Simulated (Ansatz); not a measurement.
N on the 1x1 (111) surface of fcc Ni, ferromagnetic, one in a 2x2 cell, energies for each (21.5 Å²). Energies are against ½ N2(g), without zero-point or thermal terms; each row is named by its start.

Method: PBE (plane waves to 420 eV, PAW; Ansatz, a quantum-chemistry and plane-wave program).

Slab: 17 atoms, 6.0 Å thick at the start under the adsorbate (thin: gaps and levels are the slab's own); k 7x7x1, smearing 0.1 eV, dipole-corrected; 8 atoms held, the rest relaxed; each run with such symmetry as its start has; spin-polarised, no spin-orbit, no U, no dispersion correction.

A negative adsorption energy means that the adsorbate is more stable on the surface than in its reference. Heights count from the host atoms within 0.3 Å of the top one.

```
starting site                           E_ads (eV)  height (Å)  nearest host atom (Å)  bonded to  Δ work function (eV)  lateral drift (Å)  moment (μB)
--------------------------------------  ----------  ----------  ---------------------  ---------  --------------------  -----------------  -----------
top Ni                                        2.41        1.62                Ni 1.62         Ni                  1.14                0.0         11.1
hollow Ni-Ni-Ni over Ni at depth 2.0 Å       -0.10        1.01                Ni 1.75       3 Ni                  0.59                0.0          8.4
hollow Ni-Ni-Ni over Ni at depth 4.0 Å       -0.09        1.01                Ni 1.76       3 Ni                  0.62                0.0          8.3
bridge Ni-Ni (span 2.5 Å)                    -0.09        1.02                Ni 1.75       3 Ni                  0.62                0.7          8.3
```
